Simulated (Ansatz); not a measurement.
Input and output of a self-consistent single point for Ba (Im-3m, 1 atom in the cell) (Ansatz, an electronic-structure program).

Computed with PBE, norm-conserving files (source: ansatz) (plane waves; Ansatz).

```
CELL_PARAMETERS angstrom
     -2.49745     2.49745     2.49745
      2.49745    -2.49745     2.49745
      2.49745     2.49745    -2.49745
ATOMIC_POSITIONS crystal
  Ba 0.00000 0.00000 0.00000
```

Reference input (self-consistent single point, DFT, PBE, plane waves, default PAW files): basis.ecutwfc = 420 eV; kpoints.mp_grid.grid = 9 9 9; hamiltonian.xc = pbe; hamiltonian.pseudopotentials = {kind: paw} (the program's default PAW files); scf.occupations.method = gaussian; scf.occupations.width = 0.1 eV. This run's input differs from it in these lines:

Ansatz 0.2 input:
```diff
@@ -9,3 +9,3 @@
 basis:
-  ecutwfc: 420.0 eV
+  ecutwfc: 925.0 eV
 kpoints:
@@ -14,3 +14,3 @@
   xc: pbe
-  pseudopotentials: { kind: paw }
+  pseudopotentials: { kind: nc, source: ansatz }
 scf:
```

Log, with long lists cut:

```
SCF iter   1: F=—  HF=-761.523601 eV  |F-HF|=—  |Δ(HF+E_count)|=         —  Δρ=5.19e-3  dr2=1.20e-2  ethr=3.10e-3  ⟨swp⟩=12.7  Hψ=4653  notcnv=0
all-band conjugate gradients solve this SCF's bands
preconditioner: auto → none
SCF iter   2: F=—  HF=-761.527319 eV  |F-HF|=—  |Δ(HF+E_count)|=   3.72e-3  Δρ=2.57e-3  dr2=3.04e-3  ethr=1.20e-4  ⟨swp⟩=1.9  Hψ=652  notcnv=0
SCF iter   3: F=—  HF=-761.529209 eV  |F-HF|=—  |Δ(HF+E_count)|=   1.89e-3  Δρ=1.52e-4  dr2=2.08e-5  ethr=3.04e-5  ⟨swp⟩=2.2  Hψ=398  notcnv=0
SCF iter   4: F=—  HF=-761.529261 eV  |F-HF|=—  |Δ(HF+E_count)|=   5.23e-5  Δρ=3.03e-5  dr2=3.39e-7  ethr=2.08e-7  ⟨swp⟩=2.9  Hψ=536  notcnv=0
SCF iter   5: F=-761.529261 eV  HF=-761.529261 eV  |F-HF|=1.34e-9  |Δ(HF+E_count)|=   1.47e-7  Δρ=1.53e-6  dr2=1.63e-9  ethr=1.00e-9  ⟨swp⟩=13.1  Hψ=2717  notcnv=0
SCF 1 converged in 5 iterations: F = -761.529261 eV  dr2 = 1.63e-9
Stability not checked: this state was not tested for a lower state beside it, because too few of the mixer's solves of this state at the end of the SCF gave a …
Free energy (F): -761.529261 eV
Internal energy: -761.522182 eV  (E = F + TS)
E sigma→0 (E₀):  -761.525722 eV
Entropy (-TS):   -0.007079 eV (-7.079 meV/atom)
Fermi energy:    5.981634 eV
--- Forces (eV/Å), atoms counted from 1 ---
  atom   1  Ba     0.00000000    -0.00000000    -0.00000000
--- Stress (GPa, compression-positive) ---
        0.155861      -0.000000      -0.000000
       -0.000000       0.155861      -0.000000
       -0.000000       0.000000       0.155861
  P = ⅓ Tr σ = 0.1559 GPa (1.559 kbar)
  The stress holds the Pulay correction. Without it, at fixed plane waves, as pw.x and ABINIT print it: P = 0.1543 GPa
```

The run converged in 5 iterations. Against the reference run the pressure hardly changes (0.15 to 0.16 GPa).

The starting cell has typed, rounded lattice constants, without a prior relaxation at this level. Its lattice was rescaled by up to half a per cent. Ansatz's pressure includes its estimate of the finite-basis (Pulay) stress.
